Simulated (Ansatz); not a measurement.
Hops of point defects in corundum, each between lowest sites run for its defect: PBE bands (Ansatz, a first-principles code, plane waves to 420 eV, PAW, climbing-image NEB) beside HSE06 single points at the PBE geometries (a shift taken at Γ is added to the PBE value, only where PBE at Γ is within 0.06 eV of the mesh). Static nuclei, no finite-size correction. The rows are a random draw from the bands that converged and passed our checks of state and shape. Saddle orders were checked for a part of the study's bands only and are not shown. Vacancies start on their lattice site; split forms were not set up. Charge states are imposed.

| Row | Defect | Route | Hop (Å) | Cell and PBE mesh | HSE06 k-points | PBE barrier x (eV) | HSE06 barrier y (eV) |
|---|---|---|---|---|---|---|---|
| 1 | O vacancy, charge +2 | a nearby O jumps into the vacancy | 2.58 | 120 sites, Γ | same mesh | 1.77 | 1.94 |
| 2 | O vacancy, charge 0 | a nearby O jumps into the vacancy | 2.74 | 270 sites, Γ | same mesh | 4.07 | 4.60 |
| 3 | O vacancy, charge 0 | a nearby O jumps into the vacancy | 2.52 | 270 sites, Γ | same mesh | 3.55 | 3.92 |
| 4 | O vacancy, charge +2 | a nearby O jumps into the vacancy | 2.32 | 120 sites, Γ | same mesh | 0.88 | 0.84 |
| 5 | interstitial O, charge -2 | O moves farthest | 1.10 | 270 sites, Γ | same mesh | 0.50 | 0.51 |
| 6 | interstitial O, charge 0 | O moves farthest | 1.42 | 270 sites, Γ | same mesh | 0.77 | 1.22 |
| 7 | O vacancy, charge +2 | a nearby O jumps into the vacancy | 2.88 | 120 sites, Γ | same mesh | 2.63 | ? |

**Question.** Fit a straight line y = a x + b to rows 1 to 6, predict row 7, and compare with the computed value.

**Answer.** Means: x̄ = 1.923, ȳ = 2.172 eV. Sums: Sxx = 11.722, Sxy = 12.944 eV². So a = Sxy/Sxx = 1.104 and b = ȳ − a x̄ = 0.049 eV, with a scatter of 0.20 eV about the line. Row 7: 1.104 × 2.63 + 0.049 ≈ 2.95 eV. The computed HSE06 value is 2.73 eV, -0.22 eV from the line, beyond the scatter. The line only summarises these rows of one host.
